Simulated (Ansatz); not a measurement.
Consider TiSi2 (space group Cmcm, No. 63; a = 3.527 Å, b = 13.523 Å, c = 3.566 Å).

Level of theory: r2SCAN, PAW, 500 eV (Ansatz, an electronic-structure program; without spin-orbit coupling), earlier PAW set.

Before the change:

```
Item        Value
--------  -------
Pressure  0.0 GPa
Band gap     zero
```

Modification: every lattice vector is stretched by 3.27 %; the atoms relax in the strained cell.

**Question.** Estimate the effect on the largest internal atomic displacement, pressure, energy relative to the base and band gap.

**Answer.** The largest internal atomic displacement amounts to 0.029 Å; the pressure (mean of the normal stresses, compression positive) goes from zero to -10.9 GPa; the energy goes up by 53 meV/atom; the band gap remains zero.

No phonon test of stability was made. All final runs are without spin polarisation.
